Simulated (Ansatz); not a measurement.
## HfCdO3 under a change: uniaxial strain ε_xx = +4.16 %

Start from HfCdO3 in the cubic perovskite structure (space group Pm-3m, No. 221; a = 4.0712 Å; a model cell, its experimental status unchecked). Axes: x, y, z lie along the cube axes.

It is then changed as follows: uniaxial strain ε_xx = +4.16 %, all other strain components held at zero, atoms relaxed at fixed cell.

The values are results of r2SCAN (Ansatz, a quantum-chemistry and plane-wave program; PAW; 500 eV plane waves; no spin-orbit coupling), not measurements. k-mesh 8×8×8 (Γ-centred); smearing 0.05 eV (Fermi–Dirac).

| quantity | base | changed | shift |
|---|---|---|---|
| shortest interatomic distance | 203.6 pm | 203.6 pm | 0.0 pm |
| energy relative to the base (free energy F) | 0 meV/atom | +23 meV/atom | +23 meV/atom |
| band gap | zero | zero | – |
| stress (xx, yy, zz, yz, xz, xy; compression positive) (rough) | – | (-12.0, -3.4, -3.4, 0.0, 0.0, 0.0) GPa | – |

The mesh was chosen for an insulator and is coarse for the gapless case. Without a gap, meshes like the base's 8×8×8 leave anisotropic stresses uncertain by several tenths of a GPa, and small strain energies with them. With Hf present, leaving out spin-orbit coupling can change the band edges. Stability against distortions was not tested. The final runs are not spin-polarised. Many cubic perovskites are stable only at high temperature; tilts and polar distortions were not tested. The zero or small gap of HfCdO3 can change with the level of theory.
